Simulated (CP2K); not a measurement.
CP2K run on AlNi (Pm-3m, 2 atoms in the cell): self-consistent single point.

Method of the run: PBE, GPW, DZVP-MOLOPT-SR-GTH basis, GTH-PBE potentials (GTH_POTENTIALS) (CP2K 2026.2).

The change in words: lattice scaled by 0.98. Reference geometry:
```xyz
2
Lattice="2.8669 0.0000 0.0000 0.0000 2.8669 0.0000 0.0000 0.0000 2.8669" Properties=species:S:1:pos:R:3 pbc="T T T"
Al     1.4334     1.4334     1.4334
Ni     0.0000     0.0000     0.0000
```

Reference input (self-consistent single point, DFT PBE, GPW, DZVP-MOLOPT-SR-GTH basis, GTH-PBE potentials (GTH_POTENTIALS)): CUTOFF = 600 Ry; REL_CUTOFF = 60 Ry; SMEAR/METHOD = GAUSSIAN; SIGMA = 0.136 eV; KPOINTS/SCHEME = MONKHORST-PACK 11 11 11; XC_FUNCTIONAL = PBE; Al/BASIS_SET = DZVP-MOLOPT-SR-GTH-q3; Al/POTENTIAL = GTH-PBE-q3; Ni/BASIS_SET = DZVP-MOLOPT-SR-GTH-q18; Ni/POTENTIAL = GTH-PBE-q18; METHOD = GPW; EPS_DEFAULT = 1e-11. This run's input differs from it in these lines:

```diff
@@ -62,5 +62,5 @@
     &CELL
-      A 2.86685900 0.00000000 0.00000000
-      B 0.00000000 2.86685900 0.00000000
-      C 0.00000000 0.00000000 2.86685900
+      A 2.80952200 0.00000000 0.00000000
+      B 0.00000000 2.80952200 0.00000000
+      C 0.00000000 0.00000000 2.80952200
       PERIODIC XYZ
```

Log, with long lists cut:

```
 SCF WAVEFUNCTION OPTIMIZATION

  Step     Update method      Time    Convergence         Total energy    Change
     1 NoMix/Diag. 0.30E+00      -     1.60528534      -172.1024586924 -1.72E+02
     2 Broy./Diag. 0.30E+00      -     0.24560797      -168.4123465722  3.69E+00
     3 Broy./Diag. 0.30E+00      -     0.11298447      -174.7067436872 -6.29E+00
     4 Broy./Diag. 0.30E+00      -     0.02317816      -171.3597287968  3.35E+00
     5 Broy./Diag. 0.30E+00      -     0.01379038      -171.7058971528 -3.46E-01
     6 Broy./Diag. 0.30E+00      -     0.00095587      -171.4236001629  2.82E-01
     7 Broy./Diag. 0.30E+00      -     0.00066609      -171.4349007497 -1.13E-02
     8 Broy./Diag. 0.30E+00      -     0.00001189      -171.4232040745  1.17E-02
     9 Broy./Diag. 0.30E+00      -     0.00001379      -171.4235422680 -3.38E-04
    10 Broy./Diag. 0.30E+00      -     0.00000020      -171.4237571867 -2.15E-04
  *** SCF run converged in    10 steps ***

  Overlap energy of the core charge distribution:               0.00000000000007
  Self energy of the core charge distribution:               -266.78107450615340
  Core Hamiltonian energy:                                     74.51136842217824
  Hartree energy:                                              38.71828304570815
  Exchange-correlation energy:                                -17.87192187607950
  Smearing free energy correction:                             -0.00041227291580
  Fermi energy:                                                 0.44293802966744

  Total energy:                                              -171.42375718674592
  Total energy (extrapolated to sigma->0):                   -171.42355105028801

                     Mulliken Population Analysis

   [... lines left out ...]

 STRESS| Analytical stress tensor [bar]
 STRESS|                        x                   y                   z
 STRESS|      x        1.70903300880E+05   5.46476725212E-04   5.46475689219E-04
 STRESS|      y        5.46476725212E-04   1.70903300880E+05   5.46478718111E-04
 STRESS|      z        5.46475689219E-04   5.46478718111E-04   1.70903300880E+05
 STRESS| 1/3 Trace                                             1.70903300880E+05
```

The run converged in 10 iterations. Against the reference run the free energy goes up by 46.2 meV/atom and the pressure goes from 4.90 to 17.09 GPa.

The starting cell comes from a database of computed structures (which also holds hypothetical and non-ambient phases and stackings), without a prior relaxation at this level. Its lattice was rescaled by a random factor within 2.5 % of one. For this run, on top of that: lattice scaled by 0.98. Spin polarisation is off. Values carry the incompleteness of an atom-centred basis. With a pressure of about 17 GPa the cell is away from its equilibrium volume at this level.

Cost on one core of a shared machine: roughly 40 s.
